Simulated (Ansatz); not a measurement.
Start from BiB in the zinc blende structure (space group F-43m, No. 216; a = 5.4556 Å; a hypothetical phase, not in the database extracts checked).

Perturbation: cell and atoms relaxed at a pressure of 7 GPa.

Levels (all Ansatz, an electronic-structure program, PAW): PBEsol (420 eV, spin-orbit coupling left out); r2SCAN (500 eV, spin-orbit coupling left out); HSE06 (420 eV, no spin-orbit coupling).

One geometry, relaxed with PBEsol, under each level:

Notes on the quantities. hole mass: degenerate bands, along [100].

```tsv
level	band gap	lowest conduction level above the VBM at special points	electron mass	hole mass	pressure
PBEsol	0.58 eV	L 0.74 eV; X 0.76 eV; Γ 0.98 eV; K 1.25 eV	1.1 mₑ along k, 0.21 mₑ across (off the special points)	0.070, 0.21, 0.21 mₑ (at Γ)	6.98 GPa
r2SCAN	0.79 eV	L 0.90 eV; X 0.96 eV; Γ 1.10 eV; K 1.49 eV	1.1 mₑ along k, 0.20 mₑ across (off the special points)	0.067, 0.20, 0.20 mₑ (at Γ)	9.03 GPa
HSE06	1.11 eV	L 1.34 eV; X 1.27 eV; Γ 1.68 eV	–	–	–
```

Single points use the geometry relaxed with PBEsol. Their cutoffs differ, which shifts pressures a little. The hybrid gap comes from the SCF mesh plus the semilocal run's edge points and a few special points and is an upper bound. With Bi present, leaving out spin-orbit coupling can change the band edges. Load acts through the strain it causes; cell and atoms are relaxed under it. Effective masses come from finite differences of ±0.01 Å⁻¹. Along k means along the line from Γ to the band edge. No phonon test of stability was made. No other phases were tried under pressure.
